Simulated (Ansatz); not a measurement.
The reference is BN in the wurtzite structure (space group P6_3mc, No. 186; a = 2.555 Å, c = 4.225 Å). Axes: x lies along a and z along c of the hexagonal cell.

Method: DFT with PBE, PAW potentials and a 420 eV plane-wave cutoff in Ansatz (a program for electronic structure), no spin-orbit coupling.

For the base:

```
Property                                     Result
-----------------------------  --------------------
Valence-band top at Γ          0.00, 0.00, -0.26 eV
Shortest interatomic distance            2.961 bohr
Smallest direct gap                         8.23 eV
```

One thing is altered: uniaxial strain ε_zz = −2.17 %, all other strain components held at zero, atoms relaxed at fixed cell.

### Question
Predict the new valence-band top at Γ.

### Answer
The valence-band top at Γ (three highest levels, from the VBM) goes from 0.00, 0.00, -0.26 eV to 0.00, 0.00, -0.18 eV.

### Question
How does this affect the shortest interatomic distance?

### Answer
The shortest interatomic distance decreases by 0.032 bohr to 2.929 bohr.

### Question
Estimate the effect on the smallest direct gap.

### Answer
The smallest direct gap drops by 0.02 eV to 8.21 eV.

### Question
What does the calculation give for the stress after the change?

### Answer
The stress (xx, yy, zz, yz, xz, xy; compression positive) is (1.40, 1.40, 23.61, 0.00, 0.00, 0.00) GPa.

Whether these cells are dynamically stable was not tested.
